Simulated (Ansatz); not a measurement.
The starting structures come from a database of crystals and need not be the phases stable at ambient conditions.

 Where the default PAW files enter, the runs use the earlier of Ansatz's two default sets.

The decay constant κ of evanescent states in the gap governs leakage through a thin film.

Data:

```xyz
6
Lattice="5.0982 0.0000 0.0046 0.0000 7.7725 0.0000 -2.0726 0.0000 2.5019" Properties=species:S:1:pos:R:3 pbc="T T T"
Ti    -1.0363     0.7692     1.2509
Ti     1.5128     7.0033     1.2532
N      0.0000     7.3854     0.0000
N      0.4764     0.3871     2.5042
Cl     0.4764     5.1730     2.5042
Cl     0.0000     2.5995     0.0000
```

Space group of this cell: Pmmn. The cell was relaxed by PBE-D3(BJ); by r2SCAN its mean pressure is 0.9 GPa.

Transport runs along the normal of the first two printed cell vectors.

The gap is the functional's own, uncorrected, and κ follows it; spin-orbit coupling is left out. Mid-gap values are interpolated between the computed energies.

Problem. Give the band gap and the smallest decay constant κ at mid-gap that r2SCAN (Ansatz, an electronic-structure program) yields.

Solution. Gap 0.88 eV on a 12×4×12 mesh; κ = 0.116 1/Å, at the zone centre.
